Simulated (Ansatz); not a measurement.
Consider ZrB2 (space group P6/mmm, No. 191; relaxed with 0.1 eV smearing).

```
CELL_PARAMETERS angstrom
      3.15522     0.00000     0.00000
     -1.57761     2.73250     0.00000
      0.00000     0.00000     3.50621
ATOMIC_POSITIONS crystal
  Zr 0.00000 0.00000 0.00000
  B  0.66667 0.33333 0.50000
  B  0.33333 0.66667 0.50000
```

Cartesian axes are those of the cell as printed.

Method: plane-wave PAW DFT at the PBEsol level (Ansatz, a first-principles code, 420 eV), without spin-orbit coupling.

Before the change:

- Shortest interatomic distance: 1.822 Å

Modification: uniaxial strain ε_xx = +2.00 %, all other strain components held at zero; the atoms relax in the strained cell.

Q: What does the calculation give for the stress after the change?

A: The stress (xx, yy, zz, yz, xz, xy; compression positive) is (-11.0, -1.1, -2.4, 0.0, 0.0, 0.0) GPa.

Q: Estimate the effect on the shortest interatomic distance.

A: The shortest interatomic distance decreases by 0.0033 Å, from 1.822 Å to 1.818 Å.

No phonon test of stability was made. All final runs are without spin polarisation.
